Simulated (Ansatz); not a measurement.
**The (210) surface of rock-salt TiN in its 1x1 cell (cut with top plane N + Ti, bottom plane N + Ti), outermost plane spacing 0.95 Å in the ideal cut**

Computed with PBE (plane waves to 420 eV, PAW; Ansatz, a quantum-chemistry and plane-wave program).

Set-up: 24 atoms, N12Ti12, 10.4 Å thick at the start (thin: gaps and levels are the slab's own); mesh 10x8x1; 0.1 eV smearing; dipole correction on; all atoms relaxed; held to the part of the start's symmetry that mesh and held atoms allow; no spin, no spin-orbit, no U.

The surface energy (mean of both faces) comes out as 1.96 J/m². The surface energy before relaxation is 2.53 J/m² and the work function of the top face comes out as 2.98 eV. The energy released by relaxation is 1.44 eV and the cost is very roughly 21 core-minutes.
